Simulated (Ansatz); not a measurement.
Results of BLYP in Ansatz (plane waves, PAW) for CsCl-type RuAl.

Settings: plane-wave cutoff 520 eV, 18×18×18 k mesh, Fermi–Dirac smearing 0.05 eV, no spin polarisation, scalar-relativistic PAW data made under PBE.

A third-order Birch–Murnaghan fit to the energies gives V0 = 14.004 Å³/atom, B0 = 183 GPa, B′ = 4.5.

| V (Å³/atom) | P (GPa) |
|---|---|
| 13.164 | 13.01 |
| 13.444 | [?] |
| 13.724 | [?] |
| 14.005 | 0.00 |
| 14.285 | [?] |
| 14.565 | [?] |
| 14.845 | -9.33 |

Problem. Estimate the withheld pressures from this fit; the answers are the runs' own values.

Solution. 
- 13.444, P (GPa): 8.18
- 13.724, P (GPa): 3.87
- 14.285, P (GPa): -3.46
- 14.565, P (GPa): -6.56

The formula P = (3/2) B0 (x^(7/3) − x^(5/3)) [1 + (3/4)(B′ − 4)(x^(2/3) − 1)] with x = V0/V meets the computed pressures within 0.04 GPa when these rounded values are put in.

Computed values are for the static lattice.

Ansatz is a quantum-chemistry and plane-wave program.
